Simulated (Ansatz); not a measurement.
# Converging the k-point mesh: MgS (I4mm, 2 atoms in the cell)

```
MgS
1.0
    0.00000     2.60780     2.60780
    2.60780     0.00000     2.60780
    2.60780     2.60780     0.00000
Mg S
1 1
Direct
  0.00959   0.00959   0.99041
  0.50000   0.50000   0.50000
```

Method: LDA (PW92), default PAW files made with PBE (plane waves; Ansatz, a first-principles code).

Base settings: basis.ecutwfc = 420 eV; kpoints.mp_grid.grid = 8 8 8; hamiltonian.xc = lda; hamiltonian.pseudopotentials = {kind: paw} (the program's default PAW files); scf.occupations.method = fermi_dirac; scf.occupations.width = 0.05 eV.

The second cell is the first with its lattice scaled by 0.98.

Only quantities that move along the ladder and can be compared are tabulated.

The count of work is k-points × plane waves × bands × iterations; it is no time. 

The starting cell has typed, rounded lattice constants, without a prior relaxation at this level. Its lattice was rescaled by up to half a per cent. One atom was moved a little off its site on purpose. In the base run, with a pressure of about -4 GPa the cell is away from its equilibrium volume at this level. Ansatz's pressure includes its estimate of the finite-basis (Pulay) stress.

| kpoints.mp_grid.grid | free energy less the last step's (meV/atom) | energy of the compressed cell less the first (meV/atom) | pressure (GPa) | largest difference of a force vector from the last step's (eV/Å) | gap on the mesh (eV) | count of work / last |
|---|---|---|---|---|---|---|
| 2 2 2 | 727.03 | 38.29 | 3.13 | 0.040 | 2.163 | 0.0038 |
| 3 3 3 | 122.63 | 1.61 | -2.11 | 0.010 | 3.367 | 0.0056 |
| 4 4 4 | 26.04 | -6.84 | -3.31 | 0.003 | 2.517 | 0.012 |
| 5 5 5 | 6.23 | -8.86 | -3.59 | 0.001 | 2.953 | 0.017 |
| 6 6 6 | 1.64 | -9.39 | -3.66 | 0.000 | 2.543 | 0.028 |
| 7 7 7 | 0.46 | -9.54 | -3.68 | 0.000 | 2.760 | 0.038 |
| 8 8 8 | 0.13 | -9.58 | -3.68 | 0.000 | 2.546 | 0.056 |
| 9 9 9 | 0.04 | -9.59 | -3.69 | 0.000 | 2.676 | 0.071 |
| 10 10 10 | 0.01 | -9.59 | -3.69 | 0.000 | 2.546 | 0.096 |
| 12 12 12 | 0.00 | -9.60 | -3.69 | 0.000 | 2.546 | 0.15 |
| 13 13 13 | 0.00 | -9.60 | -3.69 | 0.000 | 2.609 | 0.18 |
| 14 14 14 | 0.00 | -9.60 | -3.69 | 0.000 | 2.546 | 0.23 |
| 16 16 16 | 0.00 | -9.60 | -3.69 | 0.000 | 2.546 | 0.33 |
| 17 17 17 | 0.00 | -9.60 | -3.69 | 0.000 | 2.583 | 0.38 |
| 19 19 19 | 0.00 | -9.60 | -3.69 | 0.000 | 2.575 | 0.52 |
| 21 21 21 | 0.00 | -9.60 | -3.69 | 0.000 | 2.570 | 0.68 |
| 24 24 24 | 0.00 | -9.60 | -3.69 | 0.000 | 2.546 | 1.0 |

Coarsest kpoints.mp_grid.grid that holds the free energy within 2 meV/atom of the last step, with all finer ones: 6 6 6, at 0.028 of the last step's count of work; the step before is off by 6.2 meV/atom.

Coarsest kpoints.mp_grid.grid that holds the energy of the compressed cell less the first within 2 meV/atom of the last step, with all finer ones: 5 5 5, at 0.017 of the last step's count of work; the step before is off by 2.8 meV/atom.

Coarsest kpoints.mp_grid.grid that holds the pressure within 0.05 GPa of the last step, with all finer ones: 6 6 6, at 0.028 of the last step's count of work; the step before is off by 0.10 GPa.

The energy difference between the two cells stays within 1 meV/atom of the last step's from 5 5 5 on, the total only from 7 7 7 on: much of the error is common to both cells and cancels.

The gap on the mesh jumps up and down from mesh to mesh; it is no smooth measure of convergence.

Keys are those of Ansatz 0.2.
